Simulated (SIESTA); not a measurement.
Input and output of a self-consistent single point for CdF2 (Fm-3m, 3 atoms in the cell) (SIESTA).

Method of the run: GGA PBE, numerical atomic orbitals DZP, PseudoDojo PBE standard norm-conserving potentials (rewritten from UPF to PSML) (SIESTA).

The change in words: lattice scaled by 0.98. Reference geometry:
```xyz
3
Lattice="0.0000 2.6919 2.6919 2.6919 0.0000 2.6919 2.6919 2.6919 0.0000" Properties=species:S:1:pos:R:3 pbc="T T T"
Cd     0.0000     0.0000     0.0000
F      1.3459     1.3459     1.3459
F      4.0378     4.0378     4.0378
```

Reference input (self-consistent single point, DFT, GGA PBE, numerical atomic orbitals DZP, PseudoDojo PBE standard norm-conserving potentials (rewritten from UPF to PSML)): XC.functional = GGA; XC.authors = PBE; potentials = PseudoDojo PBE standard; PAO.BasisSize = DZP; PAO.EnergyShift = 0.01 Ry; MeshCutoff = 300 Ry; kgrid.MonkhorstPack = 7 7 7; OccupationFunction = FD; ElectronicTemperature = 10 K; MaxSCFIterations = 150; SCF.Mixer.Method = Broyden; SCF.Mixer.Weight = 0.1. This run's input differs from it in these lines:

```diff
@@ -12,5 +12,5 @@
 %block LatticeVectors
-     0.000000000    5.086912181    5.086912181
-     5.086912181    0.000000000    5.086912181
-     5.086912181    5.086912181    0.000000000
+     0.000000000    4.985173106    4.985173106
+     4.985173106    0.000000000    4.985173106
+     4.985173106    4.985173106    0.000000000
 %endblock LatticeVectors
@@ -19,4 +19,4 @@
      0.000000000    0.000000000    0.000000000  1
-     2.543456090    2.543456090    2.543456090  2
-     7.630368271    7.630368271    7.630368271  2
+     2.492586553    2.492586553    2.492586553  2
+     7.477759659    7.477759659    7.477759659  2
 %endblock AtomicCoordinatesAndAtomicSpecies
```

Output, abridged:

```
        iscf     Eharris(eV)        E_KS(eV)     FreeEng(eV)     dDmax    Ef(eV) dHmax(eV)
   scf:    1    -6109.664460    -6110.111274    -6110.111274  1.597696 -5.472268  9.349681
   scf:    2    -6112.146443    -6111.174022    -6111.174022  0.105337 -4.229544  7.226730
   scf:    3    -6113.023525    -6112.535520    -6112.535520  0.310948 -4.229296  0.687557
   scf:    4    -6112.542078    -6112.538830    -6112.538830  0.002934 -4.245426  0.640313
   scf:    5    -6112.566449    -6112.560238    -6112.560238  0.049854 -4.522383  0.142079
   [... 3 lines left out ...]
   scf:    9    -6112.561095    -6112.561095    -6112.561095  0.000043 -4.453887  0.000348
   scf:   10    -6112.561095    -6112.561095    -6112.561095  0.000012 -4.453847  0.000301
   scf:   11    -6112.561095    -6112.561095    -6112.561095  0.000010 -4.453827  0.000281
   scf:   12    -6112.561095    -6112.561095    -6112.561095  0.000009 -4.453813  0.000262
SCF Convergence by DM+H criterion
max |DM_out - DM_in|         :     0.0000093751
max |H_out - H_in|      (eV) :     0.0002624172
SCF cycle converged after 12 iterations

Using DM_out to compute the final energy and forces

siesta: E_KS(eV) =            -6112.5611

siesta: E_KS - E_eggbox =     -6112.5611

siesta: Atomic forces (eV/Ang):
     1   -0.000000   -0.000000    0.000000
     2    0.000110    0.000110    0.000110
     3   -0.000110   -0.000110   -0.000110
   Tot   -0.000000   -0.000000    0.000000
   Max    0.000110
   Res    0.000090    sqrt( Sum f_i^2 / 3N )
   Max    0.000110    constrained

Stress tensor Voigt[x,y,z,yz,xz,xy] (kbar):      -82.41      -82.41      -82.41       -0.44       -0.44       -0.44
(Free)E + p*V (eV/cell)    -6110.6725
Target enthalpy (eV/cell)    -6112.5611

   [... lines left out ...]
siesta: FreeEng =     -6112.561095
   [... lines left out ...]
siesta:    -0.051436   -0.000274   -0.000274
siesta:    -0.000274   -0.051436   -0.000274
siesta:    -0.000274   -0.000274   -0.051436

siesta: Cell volume =         36.717586 Ang**3

siesta: Pressure (static):
siesta:                Solid            Molecule  Units
siesta:           0.00056020          0.00056029  Ry/Bohr**3
siesta:           0.05143553          0.05144344  eV/Ang**3
siesta:          82.40880232         82.42147863  kBar
```

The run converged in 12 iterations. Against the reference run the free energy rises by 18.7 meV/atom, the pressure goes from -0.65 to 8.24 GPa and the gap on the mesh goes from 3.211 to 3.435 eV.

The starting cell comes from a database of computed structures (which also holds hypothetical and non-ambient phases and stackings), without a prior relaxation at this level. Its lattice was rescaled by a random factor within 2.5 % of one. For this run, on top of that: lattice scaled by 0.98. Values carry the incompleteness of an atom-centred basis. With a pressure of about 8 GPa the cell is away from its equilibrium volume at this level.
